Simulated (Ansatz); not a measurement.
## MgS, response to strain

Consider MgS in the rock salt structure (space group Fm-3m, No. 225; a = 5.203 Å). Axes: x, y, z lie along the cube axes.

Strains are applied to the cell and any free atomic positions relax; under biaxial strain the out-of-plane vector relaxes too.

The values are results of Ansatz (a first-principles code), r2SCAN, PAW, cutoff 500 eV, scalar-relativistic without spin-orbit coupling, not measurements.

| biaxial strain, plane normal [111], relaxed out of plane (%) | band gap (eV) |
|---|---|
| 0 | 3.46 |
| 0.42 | 3.41 |
| 0.83 | 3.36 |
| 1.25 | 3.30 |
| 1.67 | 3.25 |
| 2.08 | ? |
| 2.5 | 3.14 |

Question: Fit E_g = E₀ + Dε (ε in %) to the rows shown and predict the withheld row.

Answer: Least squares on the printed values gives E₀ = 3.46 eV, D = -129 meV per % of strain (largest residual 0.00 eV); this predicts 3.20 eV, and the run gives 3.20 eV, in agreement.

No phonon test of stability was made.
